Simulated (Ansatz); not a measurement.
Take TaN in the rock salt structure (space group Fm-3m, No. 225; a = 4.3749 Å; relaxed with 0.1 eV smearing) as the base. Axes: x, y, z lie along the cube axes.

All numbers come from plane-wave PAW DFT at the PBEsol level (Ansatz, a first-principles code, 420 eV), no spin-orbit coupling, earlier PAW set.

Before the change:

The volume per atom is 10.47 Å³.

The change: biaxial strain −4.05 %, plane normal [001], relaxed out of plane (Cartesian); in-plane vectors clamped, the third vector and the atoms free.

What happens to the volume per atom?

The volume per atom decreases by 0.63 Å³, from 10.47 Å³ to 9.84 Å³.

Whether these cells are dynamically stable was not tested. All final runs are without spin polarisation. This is not the structure that TaN has at room temperature and ambient pressure.
